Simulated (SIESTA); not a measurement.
**Worked example: self-consistent single point of NaH2Pd3 (Cmmm, 6 atoms in the cell) in SIESTA**

Computed with GGA PBEsol, numerical atomic orbitals DZP, PseudoDojo PBEsol standard norm-conserving potentials (rewritten from UPF to PSML) (SIESTA).

Input:

```
# files in the folder: Na.psml H.psml Pd.psml (PseudoDojo PBEsol standard)
SystemName  NaH2Pd3
SystemLabel nah2pd3

NumberOfAtoms                6
NumberOfSpecies              3
%block ChemicalSpeciesLabel
  1 11 Na
  2 1 H
  3 46 Pd
%endblock ChemicalSpeciesLabel
LatticeConstant              5.154438 Ang
%block LatticeVectors
     0.548375982   -0.836231806    0.000000000
     0.548375982    0.836231806    0.000000000
     0.000000000    0.000000000    0.545851944
%endblock LatticeVectors
AtomicCoordinatesFormat      Fractional
%block AtomicCoordinatesAndAtomicSpecies
     0.500000000    0.500000000    0.000000000  1
     0.215630000    0.784370000    0.000000000  2
     0.784370000    0.215630000    0.000000000  2
     0.000000000    0.000000000    0.000000000  3
     0.500000000    0.000000000    0.500000000  3
     0.000000000    0.500000000    0.500000000  3
%endblock AtomicCoordinatesAndAtomicSpecies

XC.functional                GGA
XC.authors                   PBEsol
PAO.BasisSize                DZP
PAO.EnergyShift              0.01 Ry
MeshCutoff                   350 Ry
%block kgrid.MonkhorstPack
    5   0   0  0.0
    0   5   0  0.0
    0   0   8  0.0
%endblock kgrid.MonkhorstPack
OccupationFunction           FD
ElectronicTemperature        1160.45 K

MaxSCFIterations             150
SCF.Mixer.Method             Broyden
SCF.Mixer.Weight             0.1
SCF.Mixer.History            8
SCF.DM.Tolerance             1.0E-04
Diag.ParallelOverK           true
WriteForces                  true
```

The program printed (abridged):

```
reinit: Reading from file input.fdf

reinit: System Name: NaH2Pd3
reinit: System Label: nah2pd3

coor:   Atomic-coordinates input format  =     Fractional

siesta: Atomic coordinates (Bohr) and species
siesta:      5.34144   0.00000   0.00000  1        1
siesta:      5.34144   4.63256   0.00000  2        2
siesta:      5.34144  -4.63256   0.00000  2        3
siesta:      0.00000   0.00000   0.00000  3        4
siesta:      2.67072  -4.07265   2.65843  3        5
siesta:      2.67072   4.07265   2.65843  3        6

siesta: System type = bulk

initatomlists: Number of atoms, orbitals, and projectors:      6    76    72

siesta: ******************** Simulation parameters ****************************
redata: Spin configuration                          = none
redata: Time-Reversal Symmetry                      = T
redata: Number of Atomic Species                    =        3
redata: Mesh Cutoff                                 =   350.0000 Ry
redata: Net charge of the system                    =     0.0000 |e|
redata: Min. number of SCF Iter                     =        0
redata: Max. number of SCF Iter                     =      150
redata: SCF convergence failure will abort job
redata: SCF mix quantity                            = Hamiltonian
redata: Mix DM or H after convergence               =   F
redata: Recompute H after scf cycle                 =   F
redata: Mix DM in first SCF step                    =   T
redata: No kicks to SCF
redata: DM Mixing Weight for Kicks                  =     0.5000
redata: Require Harris convergence for SCF          =   F
redata: Harris energy tolerance for SCF             =     0.000100 eV
redata: Require DM convergence for SCF              =   T
redata: DM tolerance for SCF                        =     0.000100
redata: Require EDM convergence for SCF             =   F
redata: EDM tolerance for SCF                       =     0.001000 eV
redata: Require H convergence for SCF               =   T
redata: Hamiltonian tolerance for SCF               =     0.001000 eV
redata: Require (free) Energy convergence for SCF   =   F
redata: (free) Energy tolerance for SCF             =     0.000100 eV
redata: Using DFT-D3 dispersion                     =   F
redata: Using Saved Data (generic)                  =   F
redata: Method of Calculation                       = Diagonalization
redata: Electronic Temperature                      =  1160.4500 K
redata: Number of TDED substeps                     =        3
redata: Dynamics option                             = Single-point calculation
redata: Save all siesta data in one NC              =   F
redata: ***********************************************************************

%block SCF.Mixers
  Broyden
%endblock SCF.Mixers

%block SCF.Mixer.Broyden
  # Mixing method
  method broyden

  # Mixing options
  weight 0.1000
  weight.linear 0.1000
  weight.prime 0.1000
  history 8
%endblock SCF.Mixer.Broyden

DM_history_depth set to one: no extrapolation allowed by default for geometry relaxation
Size of DM history Fstack: 1
Total number of electrons:    65.000000
Total ionic charge:    65.000000

* ProcessorY, Blocksize:    1  64

* Orbital distribution balance (max,min):    76    76

k-point displ. along   3 input, could be:     0.00    0.50
 Kpoints in:          120 . Kpoints trimmed:          103

siesta: k-grid: Number of k-points = 103
siesta: k-points from Monkhorst-Pack grid
siesta: k-cutoff (effective) =    11.254 Ang
siesta: k-point supercell and displacements
siesta: k-grid:     5     0     0      0.000
siesta: k-grid:     0     5     0      0.000
siesta: k-grid:     0     0     8      0.000

diag: Algorithm                                     = D&C
diag: Parallel over k                               =   F
diag: Use parallel 2D distribution                  =   F
diag: Parallel block-size                           = 64
diag: Parallel distribution                         =     1 x     1
diag: Used triangular part                          = Lower
diag: Absolute tolerance                            =  0.100E-15
diag: Orthogonalization factor                      =  0.100E-05
diag: Memory factor                                 =  1.0000

superc: Internal auxiliary supercell:     5 x     5 x     7  =     175
superc: Number of atoms, orbitals, and projectors:   1050  13300  12600

                        Single-point calculation

superc: Internal auxiliary supercell:     5 x     5 x     7  =     175
superc: Number of atoms, orbitals, and projectors:   1050  13300  12600

outcell: Unit cell vectors (Ang):
        2.826570   -4.310305    0.000000
        2.826570    4.310305    0.000000
        0.000000    0.000000    2.813560

outcell: Cell vector modules (Ang)   :    5.154438    5.154438    2.813560
outcell: Cell angles (23,13,12) (deg):     90.0000     90.0000    113.4887
outcell: Cell volume (Ang**3)        :     68.5573
new_DM -- step:     1
Initializing Density Matrix...

Attempting to read DM from file... Failed...
DM filled with atomic data:

InitMesh: MESH = 54 x 54 x 32 = 93312
InitMesh: Mesh cutoff (required, used) =   350.000   357.511 Ry

stepf: Fermi-Dirac step function

        iscf     Eharris(eV)        E_KS(eV)     FreeEng(eV)     dDmax    Ef(eV) dHmax(eV)
   scf:    1   -12259.905383   -12279.007656   -12279.073214  0.551473 -5.044541  3.039376
   scf:    2   -12279.758039   -12279.410061   -12279.473266  0.037789 -5.191857  2.778159
   scf:    3   -12279.948332   -12279.768588   -12279.825202  0.069986 -5.457276  2.184327
   scf:    4   -12279.810698   -12279.791130   -12279.846998  0.021557 -5.474713  1.595155
   scf:    5   -12279.820456   -12279.808726   -12279.865045  0.048598 -5.455019  0.105753
   scf:    6   -12279.809015   -12279.808971   -12279.865351  0.001867 -5.457047  0.067641
   scf:    7   -12279.809043   -12279.809049   -12279.865633  0.004015 -5.462987  0.012088
   scf:    8   -12279.809036   -12279.809046   -12279.865641  0.000321 -5.463190  0.002777
   scf:    9   -12279.809047   -12279.809047   -12279.865642  0.000086 -5.463274  0.004608
   scf:   10   -12279.809053   -12279.809050   -12279.865643  0.000094 -5.463391  0.001549
   scf:   11   -12279.809054   -12279.809052   -12279.865643  0.000083 -5.463484  0.000982

SCF Convergence by DM+H criterion
max |DM_out - DM_in|         :     0.0000827129
max |H_out - H_in|      (eV) :     0.0009821820
SCF cycle converged after 11 iterations

Using DM_out to compute the final energy and forces

siesta: E_KS(eV) =           -12279.8091

siesta: E_KS - E_eggbox =    -12279.8091

siesta: Atomic forces (eV/Ang):
     1   -0.000000    0.000000    0.000000
     2   -0.000000    0.009609    0.000000
     3    0.000000   -0.009609    0.000000
     4    0.000000   -0.000000    0.000000
     5   -0.000000    0.000000   -0.000000
     6    0.000000    0.000000   -0.000000
   Tot   -0.000000    0.000000    0.000000
   Max    0.009609
   Res    0.003203    sqrt( Sum f_i^2 / 3N )
   Max    0.009609    constrained

Stress tensor Voigt[x,y,z,yz,xz,xy] (kbar):       56.89       51.51       53.61        0.00       -0.00       -0.00
(Free)E + p*V (eV/cell)   -12282.1764
Target enthalpy (eV/cell)   -12279.8656

siesta: Program's energy decomposition (eV):
siesta: Ebs     =     -2094.864823
siesta: Eions   =     16406.828237
siesta: Ena     =      1800.805350
siesta: Ekin    =      4491.215932
siesta: Enl     =      -319.233651
siesta: Eso     =         0.000000
siesta: Edftu   =         0.000000
siesta: DEna    =        28.716819
siesta: DUscf   =         0.464790
siesta: DUext   =         0.000000
siesta: Ex      =     -1756.171866
siesta: Ec      =      -118.778189
siesta: Exc     =     -1874.950055
siesta: Eharris =    -12279.809054
siesta: Etot    =    -12279.809052
siesta: FreeEng =    -12279.865643

siesta: Stress tensor (static) (eV/Ang**3):
siesta:     0.035506   -0.000000   -0.000000
siesta:    -0.000000    0.032149    0.000000
siesta:    -0.000000    0.000000    0.033462

siesta: Cell volume =         68.557335 Ang**3

siesta: Pressure (static):
siesta:                Solid            Molecule  Units
siesta:          -0.00036710         -0.00036959  Ry/Bohr**3
siesta:          -0.03370551         -0.03393457  eV/Ang**3
siesta:         -54.00218560        -54.36917393  kBar
```

The run converged in 11 iterations.

The starting cell comes from a database of computed structures (which also holds hypothetical and non-ambient phases and stackings), without a prior relaxation at this level. Spin polarisation is off. Values carry the incompleteness of an atom-centred basis. With a pressure of about -5 GPa the cell is away from its equilibrium volume at this level.
